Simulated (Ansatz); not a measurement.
Consider BeSe in the zinc blende structure (space group F-43m, No. 216).

```
CELL_PARAMETERS angstrom
      0.00000     2.56445     2.56445
      2.56445     0.00000     2.56445
      2.56445     2.56445     0.00000
ATOMIC_POSITIONS crystal
  Be 0.00000 0.00000 0.00000
  Se 0.25000 0.25000 0.25000
```

Cartesian axes are those of the cell as printed.

Level of theory: plane-wave PAW DFT at the PBEsol level (Ansatz, an electronic-structure program, 420 eV), no SOC.

Perturbation: the cell is scaled by 0.9850 in all directions; the atoms relax in the strained cell.

Q: Predict the stress tensor and what it implies for the stiffness.

A: Stress of the strained cell less that of the base (GPa, compression positive):
```
   3.94    0.00    0.00
   0.00    3.94    0.00
   0.00    0.00    3.94
```

Then B = −ΔP/(ΔV/V₀) with ΔV/V₀ = -0.0443 gives secant stiffness values (nonlinear terms included at this strain): B ≈ 89 GPa.

As a check, the harmonic strain energy −½ V₀ Δσ:ε is 9.3 meV/atom; the computed energy rise is 8.8 meV/atom.

Whether these cells are dynamically stable was not tested.
